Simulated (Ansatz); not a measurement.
Band structure of BeTe (F-43m, 2 atoms in the cell).

```
BeTe
1.0
    0.00000     2.81500     2.81500
    2.81500     0.00000     2.81500
    2.81500     2.81500     0.00000
Be Te
1 1
Direct
  0.00000   0.00000   0.00000
  0.25000   0.25000   0.25000
```

Level of theory: PBE (plane waves, PAW; Ansatz, an electronic-structure program).

Settings: kpoints.mp_grid.grid = 5 5 5; hamiltonian.xc = pbe; hamiltonian.pseudopotentials = {kind: paw} (the program's default PAW files); scf.occupations.method = fermi_dirac; scf.occupations.width = 0.01 eV; kpoints.band_path.npoints = 8.

The starting cell has typed, rounded lattice constants, without a prior relaxation at this level. Spin-orbit coupling is off.

Q: Predict the gap along the standard path and the places of the band edges.

A: The gap along the path is 1.98 eV, from Γ to X; the smallest direct gap on it is 3.62 eV.

Levels in eV from the top of the valence band on the path, bands 6 to 12:
```
point       6      7      8      9    10    11    12
-----  ------  -----  -----  -----  ----  ----  ----
Γ      -12.30   0.00   0.00   0.00  3.62  3.62  3.62
X      -10.47  -5.11  -2.64  -2.64  1.98  2.68  9.75
W      -10.43  -4.58  -3.69  -3.21  5.30  5.57  5.58
K      -10.49  -4.76  -3.88  -2.23  2.71  5.28  7.92
L      -10.96  -5.54  -1.13  -1.13  3.09  4.61  4.61
U      -10.49  -4.76  -3.88  -2.23  2.71  5.28  7.92
```

Keys are those of Ansatz 0.2.
